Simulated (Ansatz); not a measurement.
## Si3N4 with two functionals

Take Si3N4 (space group Fd-3m, No. 227; a = 7.7893 Å) as the base.

(Cell as relaxed with PBE.)

Levels (all Ansatz, an electronic-structure program, PAW): PBE (420 eV, spin-orbit coupling left out); PBEsol (420 eV, spin-orbit coupling left out).

Each level relaxes its own structure.

```tsv
quantity	PBE	PBEsol
volume per atom	8.44 Å³	?
lattice parameter a	7.789 Å	?
band gap	3.34 eV	?
gap character	indirect, a point along ⟨110⟩, about 0.4 Å⁻¹ from Γ → Γ	?
electron mass (degenerate bands, along [100])	0.33, 0.33, 0.58 mₑ	?
```

Q: Given the PBE results, estimate those of PBEsol.

A: 
- volume per atom, PBEsol: 8.29 Å³
- lattice parameter a, PBEsol: 7.744 Å
- band gap, PBEsol: 3.29 eV
- gap character, PBEsol: indirect, a point along ⟨110⟩, about 0.4 Å⁻¹ from Γ → Γ
- electron mass (degenerate bands, along [100]), PBEsol: 0.33, 0.33, 0.59 mₑ

PBE's volume per atom lies 0.15 Å³ above PBEsol's (1.8 %); PBE's lattice parameter a lies 0.0456 Å above PBEsol's (0.6 %); PBE's band gap lies 0.05 eV above PBEsol's; the two agree on the gap character. Neither level is exact; PBEsol is the comparison here, not a measurement.

Masses are band curvatures over ±0.01 Å⁻¹ around the edge. No phonon test of stability was made.
